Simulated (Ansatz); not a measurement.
Partial pair distribution functions of a relaxed model of amorphous IGZO (In9Ga9Zn9O36), broadened by 0.06 Å; density 5.80 g/cm³. These are PBE, scalar-relativistic without spin-orbit coupling (plane waves to 420 eV, PAW; Ansatz, a first-principles code) values and carry that method's errors.

The cell was made by melting and quenching with the CHGNet potential and then relaxed with DFT. O atoms were pushed apart under 1.9 Å during the dynamics, to hinder bonds among them. The hot cell started wider than the set density and was brought back towards it in steps. It is the lowest in DFT energy of 2 quenches. It is a model cell: composition and starting density were chosen by hand, and all elements were melted together. No dispersion term was used. Its density started from a set value of 5.80 and ended at 5.80 g/cm³. The quench (nominally 84 K/ps over its main leg) was far faster than any real one, so the model tends to hold more defects than a real film. One small periodic cell is one sample of the glass; other quenches scatter about these values. The volume was held where the preparation left it, at a PBE pressure of -0.6 GPa (tension). Stress components on the final sampling reach 3.7 GPa.

| r (Å) | g In-O | g Ga-O | g In-In | g Ga-Ga |
|---|---|---|---|---|
| 1.60 | 0.00 | 0.00 | 0.00 | 0.00 |
| 1.70 | 0.00 | 0.30 | 0.00 | 0.00 |
| 1.80 | 0.00 | 4.94 | 0.00 | 0.00 |
| 1.90 | 0.09 | 10.01 | 0.00 | 0.00 |
| 2.00 | 1.81 | 4.35 | 0.00 | 0.00 |
| 2.10 | 5.64 | 1.01 | 0.00 | 0.00 |
| 2.20 | 6.62 | 0.50 | 0.00 | 0.00 |
| 2.30 | 3.17 | 0.29 | 0.00 | 0.00 |
| 2.40 | 1.15 | 0.11 | 0.00 | 0.00 |
| 2.50 | 0.64 | 0.00 | 0.00 | 0.00 |
| 2.60 | 0.44 | 0.00 | 0.00 | 0.00 |
| 2.70 | 0.34 | 0.08 | 0.00 | 0.00 |
| 2.80 | 0.31 | 0.16 | 0.00 | 0.00 |
| 2.90 | 0.17 | 0.10 | 0.00 | 0.02 |
| 3.00 | 0.15 | 0.27 | 0.00 | 0.85 |
| 3.10 | 0.66 | 0.49 | 0.00 | 3.45 |
| 3.20 | 0.38 | 0.66 | 0.12 | 4.78 |
| 3.30 | 0.46 | 0.42 | 1.37 | 3.89 |
| 3.40 | 0.29 | 0.61 | 2.23 | 1.71 |
| 3.50 | 0.44 | 0.86 | 2.84 | 1.31 |
| 3.60 | 0.49 | 0.88 | 3.15 | 1.58 |
| 3.70 | 0.74 | 1.15 | 2.14 | 1.23 |
| 3.80 | 0.93 | 1.30 | 2.40 | 1.08 |
| 3.90 | 1.06 | 1.39 | 2.68 | 0.09 |
| 4.00 | 1.48 | 1.55 | 1.81 | 0.44 |
| 4.10 | 1.39 | 1.19 | 0.16 | 1.15 |
| 4.20 | 1.26 | 1.42 | 0.00 | 0.29 |
| 4.30 | 1.13 | 1.66 | 0.11 | 0.20 |
| 4.40 | 1.46 | 1.64 | 1.26 | 0.83 |
| 4.50 | 1.29 | 1.12 | 1.00 | 1.08 |
| 4.60 | 1.36 | 1.18 | 0.05 | 0.30 |

Within 2.88 Å each In has 5.56 O neighbours on average.
